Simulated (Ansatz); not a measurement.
Bond-angle distributions (per cent of the angles at each element, bins of 10°) of a relaxed model of amorphous Si24O48H2 at 2.18 g/cm³. Level of theory: PBE, scalar-relativistic without spin-orbit coupling (plane waves to 420 eV, PAW; Ansatz, a program for electronic structure). The usual formal charges leave 2 electrons over, so the level spacing at the Fermi energy parts defect or band states and needn't be the band gap.

It comes from a melt-quench run on a machine-learned potential (CHGNet), relaxed afterwards by DFT. O atoms were pushed apart under 1.9 Å during the dynamics, to hinder bonds among them. The hot cell started wider than the set density and was brought back towards it in steps. It is the lowest in DFT energy of 2 quenches. It is a model cell: composition and starting density were chosen by hand, and all elements were melted together. No dispersion term was used. Its density started from a set value of 2.18 and ended at 2.18 g/cm³. Cooling (nominally 530 K/ps over its main leg) ran many orders faster than in experiment, which tends to leave more defects and strain. A cell of this size samples the disorder only roughly. The volume was held where the preparation left it and the shape relaxed, at a PBE pressure of 1.6 GPa. Stress components on the final sampling reach 1.6 GPa.

Bonds are counted up to Si-Si 2.60 Å, Si-O 1.90 Å, Si-H 1.70 Å, O-O 1.58 Å, O-H 1.16 Å, H-H 0.90 Å. Two cations that share two anions don't count as bonded, nor two that share one unless they lie closer than Si-Si 2.38 Å.

```json
[
 {"angle (°)": "50-60", "at Si": "0", "at O": "0"},
 {"angle (°)": "60-70", "at Si": "0", "at O": "0"},
 {"angle (°)": "70-80", "at Si": "0", "at O": "0"},
 {"angle (°)": "80-90", "at Si": "1", "at O": "0"},
 {"angle (°)": "90-100", "at Si": "1", "at O": "4"},
 {"angle (°)": "100-110", "at Si": "58", "at O": "0"},
 {"angle (°)": "110-120", "at Si": "40", "at O": "10"},
 {"angle (°)": "120-130", "at Si": "1", "at O": "15"},
 {"angle (°)": "130-140", "at Si": "0", "at O": "27"},
 {"angle (°)": "140-150", "at Si": "0", "at O": "21"},
 {"angle (°)": "150-160", "at Si": "0", "at O": "17"},
 {"angle (°)": "160-170", "at Si": "0", "at O": "6"},
 {"angle (°)": "170-180", "at Si": "0", "at O": "0"}
]
```

They go with these counts of neighbours within the cut-offs, cation contacts included: Si mean 3.9, most often 4; O mean 2.0, most often 2.
